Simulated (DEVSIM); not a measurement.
Device: Si n-p junction from an implanted or diffused profile, at 350 K.

```tsv
layer (left to right)	material	thickness (μm)	Na (cm⁻³)	τn (s)	τp (s)
1	Si	8.00	1.4e16	0.00021	0.00021
```

Added donor profile: 5.1e18 cm⁻³ × exp(−(x − 0 μm)²/(2·(0.16 μm)²)). Left contact: ohmic. Right contact: ohmic. Voltage is applied to the left contact. Recombination: SRH at mid-gap, radiative. Gap narrowing is on: ΔEg = 6.92 meV × (l + √(l² + 0.5)), l = ln(N/1.3e17 cm⁻³), shared equally by both band edges. Mobility is μmin + (μ − μmin)/(1 + (N/Nref)^α).

The device is made up for the run: typed textbook-type constants, with dimensions and the other settings drawn at random. Values at 300 K; Nc and Nv go as T^1.5, mobilities as T to minus their exponent, the gap by Varshni's rule with the affinity fixed.

| parameter | Si |
|---|---|
| gap (eV) | 1.124 |
| affinity (eV) | 4.05 |
| permittivity | 11.7 |
| Nc (cm⁻³) | 2.86e19 |
| Nv (cm⁻³) | 3.1e19 |
| μn (cm²/Vs) | 1417 |
| μp (cm²/Vs) | 470 |
| μn,min | 52 |
| μp,min | 45 |
| Nref,n | 9.7e16 |
| Nref,p | 2.2e17 |
| αn | 0.68 |
| αp | 0.72 |
| T exponent of μn | 2.3 |
| T exponent of μp | 2.2 |
| B (cm³/s) | 4.7e-15 |
| Varshni α (eV/K) | 0.000473 |
| Varshni β (K) | 636 |

Model (solved in DEVSIM): 1D drift-diffusion, Boltzmann statistics, complete ionisation; no tunnelling, impact ionisation, image-force lowering or self-heating.

Question: Tabulate band edges, carrier densities and field at 10.0 V on the left contact.

Answer: Energies count from the Fermi level of the right contact; mesh points crowd at the junctions.

```csv
x (μm),Ec (eV),Ev (eV),n (cm⁻³),p (cm⁻³),field (V/cm)
0.000,-9.941,-11.000,5.1e18,150000,18
0.01769,-9.941,-11.000,5.1e18,140000,160
0.04459,-9.940,-11.000,4.9e18,120000,410
0.08052,-9.937,-10.998,4.5e18,100000,740
0.1568,-9.926,-10.992,3.1e18,70000,1400
0.2385,-9.907,-10.982,1.7e18,41000,2200
0.3296,-9.876,-10.964,6.0e17,16000,3200
0.4640,-9.150,-10.258,2.1e7,500,150000
0.5568,-7.528,-8.637,3400,520,180000
0.6592,-5.718,-6.828,3300,730,170000
0.7553,-4.200,-5.309,3700,1000,150000
1.044,-0.840,-1.950,5800,2900,85000
1.522,0.869,-0.241,150000,1.3e16,660
2.507,0.871,-0.239,1700000,1.4e16,≈ 0
5.231,0.871,-0.239,6000000,1.4e16,≈ 0
6.504,0.871,-0.239,8100000,1.4e16,≈ 0
7.230,0.871,-0.239,9200000,1.4e16,≈ 0
7.592,0.871,-0.239,9800000,1.4e16,≈ 0
7.840,0.871,-0.239,1.0e7,1.4e16,≈ 0
7.924,0.871,-0.239,1.0e7,1.4e16,≈ 0
7.970,0.871,-0.239,1.0e7,1.4e16,≈ 0
8.000,0.871,-0.239,1.0e7,1.4e16,≈ 0
```
